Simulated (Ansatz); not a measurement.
Electronic density of states of amorphous In$_{9}$Ga$_{9}$Zn$_{9}$O$_{39}$Mo, density 5.79 g/cm³, on a 2×2×2 Γ-centred mesh with a Gaussian width of 0.1 eV; energies count from the Fermi level, whose place inside the gap is arbitrary. Cell and mesh are small, so fine structure isn't converged. Level of theory: PBE, scalar-relativistic without spin-orbit coupling (plane waves to 420 eV, PAW; Ansatz, a quantum-chemistry and plane-wave program). Sampling: a 2×2×2 Γ-centred mesh; Fermi-Dirac width 0.02 eV; no spin polarisation. At PBE the levels at the filled edge of the gap are localised (band-tail or defect states), and the nearest spread-out levels lie 1.2 eV apart at the zone centre.

The cell was made by melting and quenching with the CHGNet potential and then relaxed with DFT. O atoms were pushed apart under 1.9 Å during the dynamics, to hinder bonds among them. The hot cell started wider than the set density and was brought back towards it in steps. It is the lowest in DFT energy of 2 quenches. It is a model cell: composition and starting density were chosen by hand, and all elements were melted together. No dispersion term was used. Its density started from a set value of 5.79 and ended at 5.79 g/cm³. The simulated quench (nominally 260 K/ps over its main leg) is rapid and tends to freeze in more defects than a deposited or slowly cooled glass has. A cell of this size samples the disorder only roughly. The volume was held where the preparation left it and the shape relaxed, at a PBE pressure of 2.2 GPa. Stress components on the final sampling reach 2.3 GPa.

```
E - EF (eV)  states/(eV atom)
-----------  ----------------
-12.00                   0.00
-11.90                   0.00
-11.80                   0.00
-11.70                   0.00
-11.60                   0.00
-11.50                   0.00
-11.40                   0.00
-11.30                   0.00
-11.20                   0.00
-11.10                   0.00
-11.00                   0.00
-10.90                   0.00
-10.80                   0.00
-10.70                   0.00
-10.60                   0.00
-10.50                   0.00
-10.40                   0.00
-10.30                   0.00
-10.20                   0.00
-10.10                   0.00
-10.00                   0.00
-9.90                    0.00
-9.80                    0.00
-9.70                    0.00
-9.60                    0.00
-9.50                    0.00
-9.40                    0.00
-9.30                    0.00
-9.20                    0.00
-9.10                    0.00
-9.00                    0.00
-8.90                    0.00
-8.80                    0.00
-8.70                    0.00
-8.60                    0.00
-8.50                    0.00
-8.40                    0.00
-8.30                    0.00
-8.20                    0.00
-8.10                    0.00
-8.00                    0.00
-7.90                    0.00
-7.80                    0.00
-7.70                    0.00
-7.60                    0.00
-7.50                    0.00
-7.40                    0.06
-7.30                    0.27
-7.20                    0.37
-7.10                    0.30
-7.00                    0.34
-6.90                    0.46
-6.80                    0.46
-6.70                    0.42
-6.60                    0.38
-6.50                    0.44
-6.40                    0.51
-6.30                    0.56
-6.20                    0.69
-6.10                    0.88
-6.00                    1.02
-5.90                    1.12
-5.80                    1.17
-5.70                    1.14
-5.60                    1.20
-5.50                    1.24
-5.40                    1.18
-5.30                    1.17
-5.20                    1.08
-5.10                    0.95
-5.00                    0.89
-4.90                    0.80
-4.80                    0.73
-4.70                    0.65
-4.60                    0.58
-4.50                    0.57
-4.40                    0.60
-4.30                    0.62
-4.20                    0.59
-4.10                    0.58
-4.00                    0.57
-3.90                    0.62
-3.80                    0.66
-3.70                    0.62
-3.60                    0.63
-3.50                    0.64
-3.40                    0.63
-3.30                    0.69
-3.20                    0.70
-3.10                    0.66
-3.00                    0.66
-2.90                    0.67
-2.80                    0.71
-2.70                    0.75
-2.60                    0.75
-2.50                    0.76
-2.40                    0.74
-2.30                    0.73
-2.20                    0.75
-2.10                    0.81
-2.00                    0.89
-1.90                    0.91
-1.80                    0.93
-1.70                    0.95
-1.60                    0.97
-1.50                    1.03
-1.40                    1.03
-1.30                    0.85
-1.20                    0.77
-1.10                    0.70
-1.00                    0.55
-0.90                    0.36
-0.80                    0.22
-0.70                    0.08
-0.60                    0.01
-0.50                    0.05
-0.40                    0.15
-0.30                    0.09
-0.20                    0.01
-0.10                    0.00
0.00                     0.00
0.10                     0.00
0.20                     0.00
0.30                     0.02
0.40                     0.01
0.50                     0.00
0.60                     0.00
0.70                     0.00
0.80                     0.00
0.90                     0.00
1.00                     0.00
1.10                     0.01
1.20                     0.02
1.30                     0.01
1.40                     0.02
1.50                     0.04
1.60                     0.06
1.70                     0.06
1.80                     0.09
1.90                     0.21
2.00                     0.27
2.10                     0.15
2.20                     0.07
2.30                     0.09
2.40                     0.08
2.50                     0.06
2.60                     0.08
2.70                     0.09
2.80                     0.08
2.90                     0.14
3.00                     0.15
3.10                     0.11
3.20                     0.12
3.30                     0.17
3.40                     0.19
3.50                     0.17
3.60                     0.21
3.70                     0.27
3.80                     0.24
3.90                     0.17
4.00                     0.21
4.10                     0.23
4.20                     0.23
4.30                     0.25
4.40                     0.26
4.50                     0.26
4.60                     0.28
4.70                     0.30
4.80                     0.28
4.90                     0.27
5.00                     0.29
5.10                     0.32
5.20                     0.29
5.30                     0.24
5.40                     0.31
5.50                     0.32
5.60                     0.35
5.70                     0.40
5.80                     0.37
5.90                     0.31
6.00                     0.32
6.10                     0.31
6.20                     0.29
6.30                     0.24
6.40                     0.26
6.50                     0.29
6.60                     0.30
6.70                     0.31
6.80                     0.32
6.90                     0.31
7.00                     0.32
7.10                     0.36
7.20                     0.33
```

The level gap on this mesh is 0.71 eV; the broadening fills part of it in the curve.
